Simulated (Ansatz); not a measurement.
Consider interstitial O in fcc Cu, neutral cell. Level of theory: PBE, PAW (plane waves to 420 eV; Ansatz, a quantum-chemistry and plane-wave program).

Cell of 32 host sites held at the relaxed PBE lattice; a 3×3×3 k-point mesh shifted by half a step; Fermi-Dirac width 0.10 eV, spin-restricted; finite-size errors left in. Energies are static. Sites that were not tried may lie lower.

Barriers: single points on a 5×5×5 k-point mesh shifted by half a step at the bands' geometries (they differ from the bands' own by up to 0.05 eV, and are uncertain by about as much).

Relaxed starting cell (atoms counted from 1):

```xyz
33
Lattice="7.2600 0.0000 0.0000 0.0000 7.2600 0.0000 0.0000 0.0000 7.2600" Properties=species:S:1:pos:R:3 pbc="T T T"
Cu    -0.0206    -0.0199    -0.0096
Cu    -0.0212    -0.0203     3.6563
Cu    -0.0209     3.6459    -0.0099
Cu    -0.0213     3.6461     3.6565
Cu     3.6452    -0.0202    -0.0098
Cu     3.6456    -0.0206     3.6567
Cu     3.6451     3.6460    -0.0099
Cu     3.6453     3.6462     3.6566
Cu    -0.1809     1.8133     1.8236
Cu    -0.0412     1.8129     5.4531
Cu    -0.0408     5.4431     1.8232
Cu    -0.0156     5.4430     5.4535
Cu     3.8044     1.8133     1.8247
Cu     3.6655     1.8128     5.4525
Cu     3.6651     5.4424     1.8232
Cu     3.6399     5.4429     5.4536
Cu     1.8133    -0.1805     1.8247
Cu     1.8121    -0.0404     5.4529
Cu     1.8114     3.8058     1.8241
Cu     1.8121     3.6660     5.4529
Cu     5.4420    -0.0395     1.8232
Cu     5.4423    -0.0148     5.4536
Cu     5.4420     3.6656     1.8231
Cu     5.4421     3.6407     5.4535
Cu     1.8131     1.8129    -0.1717
Cu     1.8116     1.8127     3.8161
Cu     1.8121     5.4429    -0.0290
Cu     1.8121     5.4427     3.6762
Cu     5.4417     1.8129    -0.0290
Cu     5.4422     1.8129     3.6759
Cu     5.4423     5.4430    -0.0042
Cu     5.4422     5.4430     3.6509
O      1.8115     1.8122     1.8211
```

End state 1 differs by these moves (Å; atoms that move under 0.08 Å are left out):

| atom | element | Δx | Δy | Δz |
|---|---|---|---|---|
| 1 | Cu | -0.15 | -0.15 | -0.15 |
| 9 | Cu | 0.01 | 0.15 | 0.16 |
| 13 | Cu | -0.15 | 0.01 | 0.00 |
| 17 | Cu | 0.16 | 0.01 | 0.16 |
| 19 | Cu | 0.01 | -0.15 | 0.00 |
| 25 | Cu | 0.16 | 0.16 | 0.01 |
| 26 | Cu | 0.01 | 0.01 | -0.15 |
| 33 | O | -0.91 | -0.91 | -0.91 |

Task: Estimate the forward and backward barriers to end state 1 that PBE, PAW returns for this input.

Result: forward 0.47 eV, backward 0.20 eV; at the saddle point atom 33 has neighbours 3 Cu at 1.85, Cu at 2.24 Å. The saddle point's order was not checked, and it lies on a symmetry element of the cell, where a band can be held.
